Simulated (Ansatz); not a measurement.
ZnS: response to strain

Consider ZnS in the zinc blende structure (space group F-43m, No. 216; a = 5.357 Å). Axes: x, y, z lie along the cube axes.

Strains are applied to the cell and any free atomic positions relax; under biaxial strain the out-of-plane vector relaxes too.

The values are results of PBEsol, PAW, 420 eV (Ansatz, a program for electronic structure; no spin-orbit coupling), not measurements.

Notes on the quantities. energy relative to the base: free energy F.

```tsv
change	out-of-plane strain	band gap	electron mass	energy relative to the base
base	–	2.09 eV	0.17 mₑ (at Γ)	0 meV/atom
biaxial strain −2.50 %, plane normal [111], relaxed out of plane	+1.68 %	2.10 eV	0.15 mₑ out of plane, 0.19 mₑ in plane (at Γ)	+12 meV/atom
biaxial strain −1.25 %, plane normal [111], relaxed out of plane	+0.82 %	2.11 eV	0.16 mₑ out of plane, 0.18 mₑ in plane (at Γ)	+3.0 meV/atom
biaxial strain −0.83 %, plane normal [111], relaxed out of plane	+0.54 %	2.10 eV	0.16 mₑ out of plane, 0.17 mₑ in plane (at Γ)	+1.3 meV/atom
biaxial strain −0.42 %, plane normal [111], relaxed out of plane	+0.27 %	2.10 eV	0.17 mₑ (at Γ)	+0.3 meV/atom
biaxial strain +0.42 %, plane normal [111], relaxed out of plane	-0.28 %	2.04 eV	0.17 mₑ (at Γ)	+0.3 meV/atom
biaxial strain +1.25 %, plane normal [111], relaxed out of plane	-0.79 %	1.94 eV	0.17 mₑ out of plane, 0.16 mₑ in plane (at Γ)	+3.0 meV/atom
biaxial strain +1.67 %, plane normal [111], relaxed out of plane	-1.06 %	1.89 eV	0.17 mₑ out of plane, 0.16 mₑ in plane (at Γ)	+5.2 meV/atom
biaxial strain +2.08 %, plane normal [111], relaxed out of plane	-1.31 %	1.84 eV	0.17 mₑ out of plane, 0.16 mₑ in plane (at Γ)	+8.0 meV/atom
biaxial strain +2.50 %, plane normal [111], relaxed out of plane	-1.56 %	1.79 eV	0.17 mₑ out of plane, 0.15 mₑ in plane (at Γ)	+12 meV/atom
```

Effective masses come from finite differences of ±0.01 Å⁻¹. Stability against distortions was not tested.
